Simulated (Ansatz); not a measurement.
Input and output of a self-consistent single point for TaNi₃ (Fmm2, 4 atoms in the cell) (Ansatz, an electronic-structure program).

Method of the run: PBEsol, default PAW files made with PBE (plane waves; Ansatz).

```
CELL_PARAMETERS angstrom
      0.00000     2.55880     3.71566
      2.55403     0.00000     3.71566
      2.55403     2.55880     0.00000
ATOMIC_POSITIONS crystal
  Ta 0.00673 0.00673 0.99327
  Ni 0.50000 0.50000 0.50000
  Ni 0.25000 0.25000 0.25000
  Ni 0.75000 0.75000 0.75000
```

Reference input (self-consistent single point, DFT, PBEsol, plane waves, default PAW files made with PBE): basis.ecutwfc = 420 eV; kpoints.mp_grid.grid = 7 7 7; hamiltonian.xc = pbesol; hamiltonian.pseudopotentials = {kind: paw} (the program's default PAW files); scf.occupations.method = fermi_dirac; scf.occupations.width = 0.1 eV. This run's input differs from it in these lines:

Ansatz 0.2 input:
```diff
@@ -11,3 +11,3 @@
 basis:
-  ecutwfc: 420.0
+  ecutwfc: 565.0
 kpoints:
```

The program printed (abridged):

```
SCF iter   1: F=—  HF=-27223.000440 eV  |F-HF|=—  |Δ(HF+E_count)|=         —  Δρ=2.27e-2  dr2=1.51e-1  ethr=1.77e-3  ⟨swp⟩=5.3  Hψ=10106  notcnv=0
all-band conjugate gradients solve this SCF's bands
preconditioner: auto → Kerker (q_TF=auto, 2.879 Å⁻¹)
SCF iter   2: F=—  HF=-27222.981056 eV  |F-HF|=—  |Δ(HF+E_count)|=   1.94e-2  Δρ=5.44e-3  dr2=9.89e-3  ethr=2.25e-4  ⟨swp⟩=2.1  Hψ=5208  notcnv=0  defer=2
   [... lines left out ...]
SCF iter   4: F=—  HF=-27222.980052 eV  |F-HF|=—  |Δ(HF+E_count)|=   1.24e-4  Δρ=2.50e-4  dr2=2.02e-5  ethr=1.64e-6  ⟨swp⟩=2.4  Hψ=4325  notcnv=0  defer=2
SCF iter   5: F=—  HF=-27222.980054 eV  |F-HF|=—  |Δ(HF+E_count)|=   2.14e-6  Δρ=1.48e-4  dr2=7.23e-6  ethr=3.01e-8  ⟨swp⟩=2.0  Hψ=4164  notcnv=0  defer=2
SCF iter   6: F=—  HF=-27222.980053 eV  |F-HF|=—  |Δ(HF+E_count)|=   3.96e-7  Δρ=3.42e-5  dr2=4.36e-7  ethr=1.08e-8  ⟨swp⟩=2.2  Hψ=3898  notcnv=0  defer=2
SCF iter   7: F=-27222.980053 eV  HF=-27222.980053 eV  |F-HF|=6.57e-8  |Δ(HF+E_count)|=   3.86e-8  Δρ=1.25e-5  dr2=6.32e-8  ethr=1.49e-10  ⟨swp⟩=6.8  Hψ=12957  notcnv=0
SCF 1 converged in 7 iterations: F = -27222.980053 eV  dr2 = 6.32e-8
Free energy (F): -27222.980053 eV
Internal energy: -27222.927965 eV  (E = F + TS)
E sigma→0 (E₀):  -27222.954009 eV
Entropy (-TS):   -0.052088 eV (-13.022 meV/atom)
Fermi energy:    19.407360 eV
--- Forces (eV/Å), atoms counted from 1 ---
  atom   1  Ta     0.00000000     0.00000000    -0.49582268
  atom   2  Ni     0.00000000     0.00000000     0.05027290
  atom   3  Ni     0.00000000     0.00000000     0.22278323
  atom   4  Ni    -0.00000000     0.00000000     0.22278323
--- Stress (GPa, compression-positive) ---
       -4.367806       0.000000       0.000000
        0.000000      -4.845583       0.000000
        0.000000       0.000000      -4.126215
  P = ⅓ Tr σ = -4.4465 GPa (-44.465 kbar)
  The stress holds the Pulay correction. Without it, at fixed plane waves, as pw.x and ABINIT print it: P = -4.4603 GPa
```

The run converged in 7 iterations. Against the reference run the free energy goes down by 1.3 meV/atom, the pressure moves little (-4.43 to -4.45 GPa) and the largest force stays at 0.496 eV/Å.

The starting cell comes from a database of computed structures (which also holds hypothetical and non-ambient phases and stackings), without a prior relaxation at this level. Its lattice was rescaled by up to half a per cent. One atom was moved a little off its site on purpose. Spin polarisation is off. Ansatz's pressure includes its estimate of the finite-basis (Pulay) stress.
